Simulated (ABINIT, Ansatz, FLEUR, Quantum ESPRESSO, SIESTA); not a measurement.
## One structure in several programs: Tc3Ir (P6_3/mmc, 8 atoms in the cell)

Self-consistent single point.

```
CELL_PARAMETERS angstrom
      5.49573     0.00000     0.00000
     -2.74787     4.75944     0.00000
      0.00000     0.00000     4.34201
ATOMIC_POSITIONS crystal
  Tc 0.83969 0.16031 0.75000
  Tc 0.16031 0.83969 0.25000
  Tc 0.67938 0.83969 0.25000
  Tc 0.32062 0.16031 0.75000
  Tc 0.83969 0.67938 0.75000
  Tc 0.16031 0.32062 0.25000
  Ir 0.66667 0.33333 0.25000
  Ir 0.33333 0.66667 0.75000
```

All programs got the same cell, k-point mesh and kind of occupations (in Ansatz's words: kpoints.mp_grid.grid = 5 5 5; scf.occupations.method = fermi_dirac; scf.occupations.width = 0.0037 Ry); potentials, basis and cutoffs are each program's usual ones.

| code | model | pressure (GPa) | largest force (eV/Å) | k-points | cutoff |
|---|---|---|---|---|---|
| SIESTA | GGA PBEsol, numerical atomic orbitals DZP, PseudoDojo PBEsol standard norm-conserving potentials (rewritten from UPF to PSML) | -5.64 | 0.408 | 63 | grid 350 Ry |
| FLEUR | PBEsol, all-electron FLAPW (FLEUR), scalar-relativistic valence | – | 0.203 | 15 | Kmax 4.4 1/bohr |
| Quantum ESPRESSO | PBEsol, GBRV 1.5 ultrasoft (PBESOL) pseudopotentials | -6.19 | 0.166 | 15 | 40 Ry |
| ABINIT | PBEsol, PAW (JTH v2.0 PBE PAW, files made for PBE) | -5.53 | 0.192 | 15 | 544 eV |
| Ansatz | PBEsol, PAW files | -5.53 | 0.188 | 15 | 36.7 Ry |

A dash marks a value that a program does not give, or that is left out as unsure.

The spread over the programs that give each value: pressure within 0.66 GPa; largest force within 0.242 eV/Å.

The starting cell comes from a database of computed structures (which also holds hypothetical and non-ambient phases and stackings), without a prior relaxation at this level. On Ansatz's run: Spin-orbit coupling is off. Spin polarisation is off. In the base run, with a pressure of about -6 GPa the cell is away from its equilibrium volume at this level. The cutoff lies below the one recommended for these files.

### Question
Why do the programs differ, and what cannot be compared?

### Answer
Differences of this kind can come from the potentials, where these differ, and from what each basis and cutoff leave unconverged. The valence holds different numbers of electrons (SIESTA 124, FLEUR 120, Quantum ESPRESSO 120, ABINIT 120, Ansatz (an electronic-structure program) 124). The zero of total energies and Fermi levels follows the potentials and each program's conventions, so they are not compared here. SIESTA uses small atom-centred bases, whose incompleteness enters pressures, forces and empty levels differently from a plane-wave cutoff. FLEUR treats all electrons, but the usual bases taken here (sphere radii, linearisation, local orbitals, empty states) were not tested for convergence, so the values are no reference for the others. Ansatz's pressure is given at a fixed set of plane waves, as the other plane-wave codes print theirs. Ansatz's smearing width was typed in Ry to four decimals, so it matches the others to a few per cent. The programs reduce the same mesh by symmetry to different extents, which changes the work and not the result. In the force vectors, SIESTA (by 0.220) lies more than 0.08 eV/Å from the median of the plane-wave programs.

Left out of this page: Elk (stopped by limits of time or memory).

Keys are those of Ansatz 0.2.
